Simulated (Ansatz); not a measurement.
Fluorite PbF₂ (high-temperature phase) was calculated with r²SCAN0 in Ansatz (PAW).

Run with plane-wave cutoff 600 eV, 6×6×6 k mesh, scalar-relativistic PAW data made under PBE.

Computed at the level's own relaxed cell.

Hill averages of the elastic tensor: K = 78.9 GPa, G = 26.1 GPa. Volume 17.131 Å³/atom, mean atomic mass 81.732 u.

**Question.** Work out the density, the sound velocities of a polycrystal and the elastic Debye temperature at this level.

**Answer.** ρ = 1.66054 × 81.732/17.131 = 7.922 g/cm³. v_l = √[(K + 4G/3)/ρ] = 3.788 km/s and v_t = √(G/ρ) = 1.815 km/s. The mean follows from 3/v_m³ = 1/v_l³ + 2/v_t³: v_m = 2.041 km/s. Θ_D = (ħ/k_B) v_m (6π²/V)^(1/3) = 76.38 K Å s/km × 2.041 × 1.5120 Å⁻¹ = 236 K, counting all atoms of the cell.

Ansatz is a first-principles code.
